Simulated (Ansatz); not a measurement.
**TiAl2: response to strain**

The parent structure is TiAl$_{2}$ (space group I4_1/amd, No. 141; a = 3.935 Å, c = 24.112 Å; a cell from a computed database, its experimental status unchecked). Axes: x, y, z lie along a, b, c of the conventional cell.

Strains are applied to the cell and any free atomic positions relax; under stress the whole cell relaxes.

Method: PBEsol (Ansatz, a first-principles code; PAW; 420 eV plane waves; scalar-relativistic without spin-orbit coupling).

Notes on the quantities. energy relative to the base: free energy F.

```csv
change,largest internal atomic displacement,volume per atom,energy relative to the base
base,–,15.56 Å³,0 meV/atom
isotropic strain +5.64 %,0.032 Å,18.34 Å³,+135 meV/atom
uniaxial strain ε_yy = −5.94 %,0.016 Å,14.63 Å³,+39 meV/atom
"uniaxial stress, 2 GPa tension along z",–,15.65 Å³,+1.0 meV/atom
tensor shear ε_yz = +1.85 %,0.023 Å,15.55 Å³,+6.2 meV/atom
```

Without a gap, meshes like the base's 13×13×13 leave anisotropic stresses uncertain by several tenths of a GPa, and small strain energies with them. Beyond what the load breaks, stability against distortions was not tested. All final runs are without spin polarisation.
